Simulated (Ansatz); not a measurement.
What uniaxial strain ε_xx = −1.50 % does to Zr

The reference is Zr in the hcp (Mg type) structure (space group P6_3/mmc, No. 194; a = 3.1825 Å, c = 5.1235 Å; relaxed with 0.1 eV smearing). Axes: x lies along a and z along c of the hexagonal cell.

It is then changed as follows: the cell is compressed by 1.50 % along x with no lateral relaxation, atoms relaxed at fixed cell.

Computed with Ansatz (a first-principles code), PBEsol, PAW, cutoff 420 eV, no spin-orbit coupling. Settings: 21×21×11 k-points, 0.1 eV Fermi–Dirac smearing.

```json
[
 {"quantity": "space group", "base": "P6_3/mmc (No. 194)", "changed": "Cmcm (No. 63)", "shift": "–"},
 {"quantity": "shortest interatomic distance", "base": "3.153 Å", "changed": "3.124 Å", "shift": "-0.029 Å"},
 {"quantity": "energy relative to the base (free energy F)", "base": "0 meV/atom", "changed": "+2.2 meV/atom", "shift": "+2.2 meV/atom"},
 {"quantity": "band gap", "base": "zero", "changed": "zero", "shift": "–"},
 {"quantity": "stress (xx, yy, zz, yz, xz, xy; compression positive)", "base": "–", "changed": "(2.1, 1.2, 1.1, 0.0, 0.0, 0.0) GPa", "shift": "–"}
]
```

Whether these cells are dynamically stable was not tested. The final runs are not spin-polarised.
